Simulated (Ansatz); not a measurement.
Take ZnCu2SnSe4 (space group I-4, No. 82; a = 5.658 Å, c = 11.318 Å) as the base. Axes: x, y, z lie along a, b, c of the conventional cell.

All numbers come from PBEsol in Ansatz (plane waves to 420 eV, PAW, no SOC).

Strains are applied to the cell and any free atomic positions relax; under biaxial strain the out-of-plane vector relaxes too.

One change was made to it. Results:

```tsv
quantity	base	after
pressure (mean of the normal stresses, compression positive)	0.0 GPa	-0.2 GPa
volume per atom	22.65 Å³	22.72 Å³
band gap	zero	zero
energy relative to the base (free energy F)	0 meV/atom	+0.2 meV/atom
```

Q: Which of these changes matches the shifts?
(A) isotropic strain +1.37 %
(B) tensor shear ε_xy = +2.94 %
(C) biaxial strain −1.08 %, plane normal [001], relaxed out of plane
(D) biaxial strain +0.45 %, plane normal [001], relaxed out of plane

A: D, biaxial strain +0.45 %, plane normal [001], relaxed out of plane. For comparison, the volume per atom in the other runs: isotropic strain +1.37 % gives 23.59 Å³; tensor shear ε_xy = +2.94 % gives 22.63 Å³; biaxial strain −1.08 %, plane normal [001], relaxed out of plane gives 22.46 Å³.

A case with no gap was solved on a k-mesh chosen for an insulator, which is coarse for it. No phonon test of stability was made. The final runs are not spin-polarised. Gaps under 0.05 eV, about the width of the smearing, are given as zero. The zero or small gap of ZnCu2SnSe4 can change with the level of theory.

Ansatz is a first-principles code.
